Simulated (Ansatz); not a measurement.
Effect of biaxial strain −1.49 %, plane normal [001], relaxed out of plane on CdS

Take CdS in the wurtzite structure (space group P6_3mc, No. 186; a = 4.197 Å, c = 6.829 Å) as the base. Axes: x lies along a and z along c of the hexagonal cell.

It is then changed as follows: compressive biaxial strain of 1.49 % in the plane normal to [001], as in epitaxy on a mismatched substrate; the out-of-plane cell vector and the atoms relax.

All numbers come from DFT with PBE, PAW potentials and a 420 eV plane-wave cutoff in Ansatz (a quantum-chemistry and plane-wave program), no spin-orbit coupling. Settings: 9×9×5 k-points, 0.05 eV Fermi–Dirac smearing.

The volume per atom drops by 0.444 Å³ (26.04 Å³ → 25.59 Å³) and the space group is still P6_3mc (No. 186). The shortest interatomic distance drops by 0.016 Å to 2.549 Å and the pressure (mean of the normal stresses, compression positive) goes from zero to 0.91 GPa. The band gap drops by 0.02 eV, from 1.11 eV to 1.09 eV and the gap character stays direct at Γ. The width of the top valence band grows by 0.072 eV, from 1.55 eV to 1.63 eV and the electron mass becomes 0.12 mₑ out of plane, 0.13 mₑ in plane (at Γ) (base: 0.12 mₑ along c, 0.13 mₑ across (at Γ)). The valence-band top at Γ (three highest levels, from the VBM) goes from 0.00, 0.00, -0.04 eV to 0.00, 0.00, -0.14 eV and the out-of-plane strain comes out as +1.29 %. The ratio −ε⊥/ε∥ is 0.87 and the mean in-plane stress (compression positive) comes out as +1.4 GPa.

Final structure (turned so that z lies along the plane normal):

```xyz
4
Lattice="4.1340 0.0000 0.0000 2.0670 3.5802 0.0000 0.0000 0.0000 6.9170" Properties=species:S:1:pos:R:3 pbc="T T T"
Cd     4.1340     2.3868    -0.0151
Cd     2.0670     1.1934     3.4435
S      4.1340     2.3868     4.3396
S      2.0670     1.1934     0.8811
```

Cost of the whole job for the changed cell (relaxation, final SCF and bands): roughly 50 core-seconds.

Effective masses come from finite differences of ±0.01 Å⁻¹. Stability against distortions was not tested.
